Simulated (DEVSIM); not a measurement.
System: Schottky contact on n-type GaN, at 300 K.

Layer 1 from the left is GaN, thickness (μm) 4.40, Nd (cm⁻³) 1.2e17, τn (s) 8.7e-9, τp (s) 8.7e-9.

Left contact: Schottky, work function 5.7 eV, emission velocity 7.7e6 cm/s. Right contact: ohmic. Voltage is applied to the left contact. Recombination: SRH at mid-gap, Auger. Mobility is μmin + (μ − μmin)/(1 + (N/Nref)^α).

The device is made up for the run: typed textbook-type constants, with dimensions and the other settings drawn at random. Values at 300 K.

GaN: gap (eV) 3.43, affinity (eV) 4.1, permittivity 9.5, Nc (cm⁻³) 2.3e18, Nv (cm⁻³) 4.6e19, μn (cm²/Vs) 1200, μp (cm²/Vs) 100, μn,min 55, μp,min 3, Nref,n 2e17, Nref,p 3e17, αn 1, αp 2, Cn (cm⁶/s) 1e-30, Cp (cm⁶/s) 1e-30.

DEVSIM, 1D drift-diffusion, Boltzmann statistics, complete ionisation; no tunnelling, impact ionisation, image-force lowering or self-heating. Metal contacts follow the ideal Schottky-Mott rule: no Fermi-level pinning, no interface dipoles.

Dark forward current:

```tsv
|V| (V)	|J| (A/cm²)
0.45	1.301e-13
0.50	8.987e-13
0.55	6.209e-12
0.60	4.290e-11
0.65	2.963e-10
0.70	2.047e-9
0.75	1.413e-8
0.80	9.759e-8
0.85	6.737e-7
0.90	4.649e-6
0.95	3.207e-5
1.00	0.0002212
1.05	0.001524
1.10	0.01050
1.15	0.07223
1.20	0.4961
1.25	3.390
1.30	22.65
1.35	135.3
1.40	561.4
1.45	1421
1.50	2574
```

Q: Work out the local ideality factor n = ΔV / (kT/q · ln(J2/J1)) between the rows 0.45 and 0.50 V, 0.55 and 0.60 V, 1.45 and 1.50 V.

A: kT/q = 25.85 mV. From 0.45 to 0.50 V: ln(8.987e-13/1.301e-13) = 1.933, n = 1.00, near the 1 of diffusion or emission over a barrier. From 0.55 to 0.60 V: ln(4.290e-11/6.209e-12) = 1.933, n = 1.00, near the 1 of diffusion or emission over a barrier. From 1.45 to 1.50 V: ln(2574/1421) = 0.594, n = 3.26; the layers' resistance at their doping, Σ W/(qμN) = 3.0e-5 Ω cm², would take 34 mV of this step of 50 mV.

Q: Estimate the current at 0.85 V for emission alone, J0 = q v N_band exp(−φB/kT), and read the barrier back from the simulated current.

A: φB = 1.600 eV, N_band = 2.30e18 cm⁻³, J0 = 3.73e-21 A/cm²; J = J0 (exp(qV/kT) − 1) = 7.12e-7 A/cm². The simulation gives 6.74e-7 A/cm²; the estimate lies 5.7 % above. Read backwards, the simulated current gives an apparent barrier of 1.601 eV. The estimate leaves out transport through the depletion region and minority injection.
